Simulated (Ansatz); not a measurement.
Results of r²SCAN in Ansatz (PAW) for CsSnI3 (P4/mbm, No. 127, 10 atoms in the cell; start COD 4117958; high-temperature phase).

Run with plane-wave cutoff 560 eV, 4×4×6 k mesh (along the axes of the cell as run), Fermi–Dirac smearing 0.01 eV, scalar-relativistic PAW data made under PBE.

Cell (relaxed at this level):

```
CELL_PARAMETERS angstrom
      8.68345     0.00000     0.00000
      0.00000     8.68345     0.00000
      0.00000     0.00000     6.30643
ATOMIC_POSITIONS crystal
  I  0.00000 0.00000 0.00000
  I  0.50000 0.50000 0.00000
  I  0.80069 0.30069 0.50000
  I  0.69931 0.80069 0.50000
  I  0.19931 0.69931 0.50000
  I  0.30069 0.19931 0.50000
  Sn 0.00000 0.00000 0.50000
  Sn 0.50000 0.50000 0.50000
  Cs 0.50000 0.00000 0.00000
  Cs 0.00000 0.50000 0.00000
```

### Question
Estimate the band gap and Γ–Γ gap that the calculation returns.

### Answer

band gap: 0.62 eV (on the SCF k mesh)
Γ–Γ gap: 1.97 eV

Note: the relaxation could not lower the start's symmetry, so the cell can be a saddle point above a distorted one.

Spin–orbit coupling is not included; with these elements it can move the gap by several tenths of an eV or more.

Static lattice: no zero-point or thermal effects.

It cost very roughly 16 core-minutes of CPU time.

Ansatz is a quantum-chemistry and plane-wave program.
